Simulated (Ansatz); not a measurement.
Bond-angle distributions (per cent of the angles at each element, bins of 10°) of a relaxed model of amorphous Si12Sb12Se36 at 4.70 g/cm³. Calculation: PBE-D3(BJ), scalar-relativistic without spin-orbit coupling, PAW (Ansatz default set, large-core Se) (plane waves to 420 eV; Ansatz, a quantum-chemistry and plane-wave program).

The cell was made by melting and quenching with the CHGNet potential and then relaxed with DFT. The hot cell started wider than the set density and was brought back towards it in steps. It is the lowest in DFT energy of 3 quenches. It is a model cell: composition and starting density were chosen by hand, and all elements were melted together. The geometry includes D3(BJ) dispersion. Its density started from a set value of 4.37 and ended at 4.70 g/cm³. The quench (nominally 79 K/ps over its main leg) was far faster than any real one, so the model tends to hold more defects than a real film. A cell of this size samples the disorder only roughly. Volume and shape were free in the relaxation. Stress components on the final sampling reach 0.7 GPa. Cycles of charging lowered its energy after that relaxation.

Bonds are counted up to Si-Si 2.66 Å, Si-Sb 3.00 Å, Si-Se 2.60 Å, Sb-Sb 3.26 Å, Sb-Se 2.90 Å, Se-Se 2.76 Å.

```csv
angle (°),at Si,at Sb,at Se
50-60,0,8,0
60-70,1,8,8
70-80,0,8,15
80-90,1,16,23
90-100,11,35,28
100-110,38,14,18
110-120,40,5,3
120-130,7,0,3
130-140,0,3,3
140-150,1,0,0
150-160,0,0,0
160-170,0,0,0
170-180,0,0,0
```

They go with these counts of neighbours within the cut-offs, cation contacts included: Si mean 4.0, most often 4; Sb mean 3.0, most often 3; Se mean 2.0, most often 2.
